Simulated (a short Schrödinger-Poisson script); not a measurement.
Stack: gated Al0.4Ga0.6N/GaN polarisation-induced gas, at 20 K.

| layer | material | thickness (nm) | Na (cm⁻³) |
|---|---|---|---|
| 1 | Al0.4Ga0.6N | 25 | - |
| 2 | GaN | 6000 | 5e15 |

The device is made up for the run: typed textbook-type constants, with dimensions and the other settings drawn at random. Al0.4Ga0.6N: permittivity 9.26, conduction-band edge (eV) 0.58, gap (eV) 4.258, electron mass (mₑ) 0.248, Nv at 300 K (cm⁻³) 4.6e19. GaN: permittivity 9.5, conduction-band edge (eV) 0, gap (eV) 3.43, Nv at 300 K (cm⁻³) 4.6e19.

Channel valleys (confinement mass, in-plane density-of-states mass, number): Γ 0.2, 0.2, 1. At the gate the conduction-band edge of layer 1 lies 1.36 eV − eVg above the Fermi level of the channel; the field vanishes at the back. Sheet of polarisation charge: +2e13 e/cm² at 25 nm from the gate. The barrier under the gate holds no holes. Gaps are held at their typed values at every temperature. Mesh 0.08 nm at interfaces.

Solved with a short Schrödinger-Poisson script written for these runs: 1D Poisson equation in equilibrium, electrons quantum, Hartree (BenDaniel-Duke, 40 states a valley, the channel's in-plane mass for all, wave functions free to enter the barrier), parabolic valleys, classical holes, full ionisation, no traps, pinning or gate leakage.

The same stack at other levels of the model or other numerical settings:

| run | sheet density of all electrons at Vg = 0.5 V (cm⁻²) | sheet density of all electrons at Vg = -5.5 V (cm⁻²) | capacitance at Vg = 0.5 V (μF/cm²) | centroid of the channel electrons at Vg = 0.5 V (nm) | rough cost against the base |
|---|---|---|---|---|---|
| base | 1.79e13 | 6.14e12 | 0.319 | 1.52 | about 1 |
| electrons treated as classical, Boltzmann | 1.89e13 | 6.66e12 | 0.327 | 0.10 | 0.02 |
| electrons treated as classical, Fermi-Dirac | 1.79e13 | 6.23e12 | 0.314 | 1.32 | 0.09 |
| electrons treated as quantum, Hartree plus LDA exchange-correlation | 1.80e13 | 6.22e12 | 0.319 | 1.41 | 2 |
| mesh six times as coarse | 1.79e13 | 6.13e12 | 0.319 | 1.46 | 0.3 |
| one subband a valley | 1.79e13 | 6.14e12 | 0.317 | 1.25 | 0.3 |

The classical rows ignore confinement, and Boltzmann statistics overrate the density once the band edge passes the Fermi level.
